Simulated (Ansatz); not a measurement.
Consider interstitial Pb in orthorhombic CsPbCl3, charge state +2. Level of theory: PBE, PAW (plane waves to 420 eV; Ansatz, a quantum-chemistry and plane-wave program).

Cell of 80 host sites held at the relaxed PBE lattice; the Γ point alone; Fermi-Dirac width 0.01 eV, spin-restricted; finite-size errors left in. No zero-point or tunnelling terms. Spin-orbit coupling is left out. The charge state is imposed; whether it is stable for some Fermi level was not computed. Sites that were not tried may lie lower.

Barriers: single points on a 2×2×2 k-point mesh shifted by half a step at the bands' geometries.

Relaxed starting cell (atoms counted from 1):

```
CELL_PARAMETERS angstrom
     16.26184     0.00000     0.00000
      0.00000    11.37280     0.00000
      0.00000     0.00000    15.88720
ATOMIC_POSITIONS crystal
  Cs 0.47190 0.75077 0.00324
  Cs 0.46469 0.74809 0.51268
  Cs 0.00002 0.75131 0.98185
  Cs 0.99716 0.74953 0.51713
  Cs 0.22417 0.75057 0.23008
  Cs 0.22690 0.74786 0.75096
  Cs 0.74385 0.75165 0.24404
  Cs 0.71687 0.75099 0.74826
  Cs 0.29115 0.25012 0.26454
  Cs 0.26315 0.25012 0.73798
  Cs 0.77107 0.24836 0.24575
  Cs 0.74725 0.25092 0.79014
  Cs 0.07512 0.25009 0.45424
  Cs 0.01469 0.25033 0.00783
  Cs 0.50442 0.24785 0.47837
  Cs 0.51717 0.24682 0.00726
  Pb 0.00319 0.50409 0.24851
  Pb 0.00049 0.49081 0.75058
  Pb 0.50633 0.51701 0.24978
  Pb 0.49319 0.50132 0.75342
  Pb 0.00331 0.99512 0.24903
  Pb 0.00037 0.00914 0.74984
  Pb 0.50447 0.98956 0.24691
  Pb 0.49283 0.00677 0.74902
  Pb 0.24985 0.00796 0.99975
  Pb 0.25477 0.98960 0.49716
  Pb 0.75208 0.99226 0.00044
  Pb 0.73464 0.98510 0.49913
  Pb 0.25055 0.48984 0.00177
  Pb 0.25471 0.50821 0.49712
  Pb 0.75228 0.50958 0.00166
  Pb 0.73374 0.51257 0.49985
  Cl 0.25498 0.74871 0.44382
  Cl 0.24269 0.75435 0.97143
  Cl 0.78667 0.74904 0.46918
  Cl 0.78983 0.75017 0.95004
  Cl 0.98969 0.75238 0.30332
  Cl 0.99727 0.74968 0.75490
  Cl 0.53846 0.74339 0.30911
  Cl 0.48200 0.73976 0.78860
  Cl 0.50541 0.24053 0.22900
  Cl 0.48400 0.23951 0.69494
  Cl 0.99140 0.25220 0.22594
  Cl 0.02268 0.24982 0.67852
  Cl 0.22589 0.25365 0.05971
  Cl 0.27868 0.24867 0.50878
  Cl 0.73275 0.25030 0.02388
  Cl 0.70843 0.24971 0.55334
  Cl 0.36171 0.53820 0.13738
  Cl 0.35098 0.53775 0.64604
  Cl 0.85746 0.52287 0.14821
  Cl 0.84222 0.47261 0.65068
  Cl 0.36106 0.96522 0.13685
  Cl 0.35079 0.95631 0.64620
  Cl 0.85867 0.97750 0.14659
  Cl 0.84227 0.02673 0.65098
  Cl 0.09861 0.96215 0.10886
  Cl 0.11008 0.97404 0.60500
  Cl 0.61172 0.94753 0.10521
  Cl 0.60079 0.94348 0.60910
  Cl 0.39920 0.48675 0.39314
  Cl 0.38455 0.44317 0.89385
  Cl 0.88723 0.42127 0.42262
  Cl 0.89393 0.45178 0.89271
  Cl 0.15617 0.02349 0.34302
  Cl 0.13793 0.03732 0.85604
  Cl 0.65050 0.03000 0.34961
  Cl 0.63462 0.01359 0.86273
  Cl 0.39938 0.00934 0.39290
  Cl 0.38479 0.05158 0.89230
  Cl 0.88794 0.07805 0.42225
  Cl 0.89416 0.04934 0.89203
  Cl 0.09805 0.53983 0.10864
  Cl 0.11032 0.52562 0.60564
  Cl 0.61325 0.55839 0.10767
  Cl 0.60148 0.55580 0.61154
  Cl 0.15613 0.47653 0.34255
  Cl 0.13805 0.46390 0.85669
  Cl 0.64788 0.45872 0.35197
  Cl 0.63435 0.48762 0.86439
  Pb 0.87621 0.24939 0.55892
```
Cell charge +2.

End state 1 differs by these moves (Å; atoms that move under 0.15 Å are left out):

| atom | element | Δx | Δy | Δz |
|---|---|---|---|---|
| 6 | Cs | 0.42 | 0.15 | 0.25 |
| 7 | Cs | -0.12 | -0.02 | -0.12 |
| 10 | Cs | 0.11 | -0.10 | -0.02 |
| 12 | Cs | -0.16 | -0.03 | -0.09 |
| 13 | Cs | 0.06 | -0.13 | -0.39 |
| 14 | Cs | -0.10 | -0.05 | -0.13 |
| 15 | Cs | 0.14 | 0.05 | 0.08 |
| 23 | Pb | 0.07 | -0.02 | 0.14 |
| 28 | Pb | 0.23 | 0.16 | 0.11 |
| 32 | Pb | -0.04 | 0.29 | -0.07 |
| 33 | Cl | -0.06 | -0.02 | 0.14 |
| 34 | Cl | 0.14 | 0.00 | 0.19 |
| 35 | Cl | -0.03 | 0.22 | -0.32 |
| 37 | Cl | 0.38 | 0.08 | 0.07 |
| 38 | Cl | 0.64 | -0.10 | -0.02 |
| 39 | Cl | -0.04 | 0.14 | 0.02 |
| 41 | Cl | 0.09 | 0.23 | 0.01 |
| 42 | Cl | 0.50 | 0.04 | 0.13 |
| 44 | Cl | -1.33 | -0.09 | 0.70 |
| 48 | Cl | 0.41 | 0.24 | 0.11 |
| 49 | Cl | 0.00 | -0.16 | -0.03 |
| 50 | Cl | -0.14 | -0.08 | 0.02 |
| 52 | Cl | 0.16 | 0.57 | -0.19 |
| 54 | Cl | 0.02 | 0.16 | -0.06 |
| 56 | Cl | 0.21 | -0.99 | -0.04 |
| 58 | Cl | -0.18 | 0.46 | -0.17 |
| 63 | Cl | -0.06 | 0.41 | -0.25 |
| 64 | Cl | 0.00 | 0.25 | 0.03 |
| 65 | Cl | 0.18 | -0.08 | -0.19 |
| 67 | Cl | -0.02 | 0.18 | 0.17 |
| 71 | Cl | 0.03 | 0.28 | 0.09 |
| 72 | Cl | 0.02 | -0.31 | 0.04 |
| 74 | Cl | -0.56 | -0.79 | -0.31 |
| 77 | Cl | 0.08 | -0.01 | -0.14 |
| 78 | Cl | 0.06 | -0.25 | -0.09 |
| 81 | Pb | 0.37 | 0.72 | -0.10 |

Question: What is the computed forward and backward barriers to end state 1 (PBE, PAW)?

Answer: forward 0.076 eV, backward 0.024 eV; at the saddle point atom 44 has neighbours Cs at 3.46; Pb at 2.91, 2 Pb at 2.95 Å. The program found a first-order saddle point.
